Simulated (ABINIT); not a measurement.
Worked example: self-consistent single point of Zr3Cu (Pm-3m, 4 atoms in the cell) in ABINIT.

Method: PBEsol, PAW (JTH v2.0 PBE PAW, files made for PBE) (plane waves; ABINIT 10.0.3).

```xyz
4
Lattice="4.2085 0.0000 0.0000 0.0000 4.2085 0.0000 0.0000 0.0000 4.2085" Properties=species:S:1:pos:R:3 pbc="T T T"
Zr     2.1042     2.1042     0.0000
Zr     0.0000     2.1042     2.1042
Zr     2.1042     0.0000     2.1042
Cu     0.0000     0.0000     0.0000
```

Reference input (self-consistent single point, DFT, PBEsol, plane waves, PAW (JTH v2.0 PBE PAW, files made for PBE)): pseudos = [Zr.GGA_PBE-JTH.xml, Cu.GGA_PBE-JTH.xml]; ecut = 30 Ha; pawecutdg = 60 Ha; ixc = -116133; occopt = 3; tsmear = 0.1 eV; ngkpt = 5 5 5; nshiftk = 1; shiftk = 0 0 0; potentials = JTH v2.0 PBE PAW; nband = 36; kptopt = 1. This run's input differs from it in these lines:

```diff
@@ -17,4 +17,4 @@
          0.0000000000    0.0000000000    0.0000000000
-ecut 30
-pawecutdg 60
+ecut 21
+pawecutdg 42
 ixc -116133
```

Output, abridged:

```
--- !BeginCycle
solver: {iscf: 17, nstep: 80, nline: 4, wfoptalg: 10, }
tolerances: {tolvrs: 1.00E-10, }
...

     iter   Etot(hartree)      deltaE(h)  residm     nres2
 ETOT  1  -333.76862181727    -3.338E+02 3.070E+01 6.030E+01
 ETOT  2  -340.71417978965    -6.946E+00 8.357E-02 7.030E+01
 ETOT  3  -340.37857556095     3.356E-01 1.122E-01 6.819E+00
 ETOT  4  -340.37251582366     6.060E-03 1.975E-02 3.471E+00
 ETOT  5  -340.36492493598     7.591E-03 5.968E-03 8.031E-01
   [... 15 lines left out ...]
 ETOT 21  -340.36020329230     5.502E-11 8.662E-05 2.072E-08
 ETOT 22  -340.36020329227     3.502E-11 7.510E-05 1.598E-09
 ETOT 23  -340.36020329227    -4.377E-12 5.370E-05 1.816E-10
 ETOT 24  -340.36020329227    -3.467E-12 4.654E-05 6.497E-12
 At SCF step   24       nres2   =  6.50E-12 < tolvrs=  1.00E-10 =>converged.

 Cartesian components of stress tensor (hartree/bohr^3)
  sigma(1 1)= -8.71253504E-05  sigma(3 2)=  0.00000000E+00
  sigma(2 2)= -8.71253504E-05  sigma(3 1)=  0.00000000E+00
  sigma(3 3)= -8.71253504E-05  sigma(2 1)=  0.00000000E+00

 ----iterations are completed or convergence reached----

 reduced coordinates (array xred) for    4 atoms
       0.500000000000      0.500000000000      0.000000000000
       0.000000000000      0.500000000000      0.500000000000
       0.500000000000      0.000000000000      0.500000000000
       0.000000000000      0.000000000000      0.000000000000
 cartesian forces (eV/Angstrom) at end:
    1     -0.00000000000000    -0.00000000000000    -0.00000000000000
   [... lines left out ...]
 Fermi (or HOMO) energy (hartree) =   0.41438   Average Vxc (hartree)=  -0.43462
   [... lines left out ...]
'-kT*entropy'       : -5.36631998443578E-03
total_energy        : -3.40360204024010E+02
total_energy_eV     : -9.26167216236526E+03
...

-Cartesian components of stress tensor (GPa)         [Pressure=  2.5633E+00 GPa]
- sigma(1 1)= -2.56331587E+00  sigma(3 2)=  0.00000000E+00
- sigma(2 2)= -2.56331587E+00  sigma(3 1)=  0.00000000E+00
- sigma(3 3)= -2.56331587E+00  sigma(2 1)=  0.00000000E+00

 Calculation completed.
```

The run converged in 24 iterations. 

The starting cell comes from a database of computed structures (which also holds hypothetical and non-ambient phases and stackings), without a prior relaxation at this level. Its lattice was rescaled by a random factor within 2.5 % of one. Spin polarisation is off. The potentials were made for another functional than the one used. At the lowered cutoff the pressure carries the error of an incomplete plane-wave basis.

These are the values that this program gave, and no reference: the one-centre exchange-correlation terms come from a truncated expansion.

Cost on one core of a shared machine: roughly 70 s.
